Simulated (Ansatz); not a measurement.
LiF (model structure, started from the CsCl type, Pm-3m, No. 221, 2 atoms in the cell) was calculated with G0W0@PBEsol (hard PAW, contour deformation; Ansatz, a first-principles code).

The same calculation (at the PBEsol cell, 8.017 Å³/atom) with different numerical settings; throughout: response cutoff 100 eV, empty bands 67:

| run | k mesh | quasiparticle gap on the mesh (eV) | quasiparticle gap at Γ (eV) | rough time |
|---|---|---|---|---|
| 1 | 4×4×4 | 11.597 | 12.421 | 6 core-s |
| 2 | 8×8×8 | 11.578 | 12.398 | 3 core-min |
| 3 | 10×10×10 | 11.573 | 12.393 | 20 core-min |
| 4 | 12×12×12 | 11.572 | 12.392 | 60 core-min |

In the column quasiparticle gap at Γ (eV) the first row differs from the last by +0.029 and the next to last by +0.001.

The last row is no converged limit: other settings stay fixed.

A model structure was made by putting elements into a prototype or built by hand; it is no filed structure, need not be a known phase, and can be a saddle point held by its symmetry.
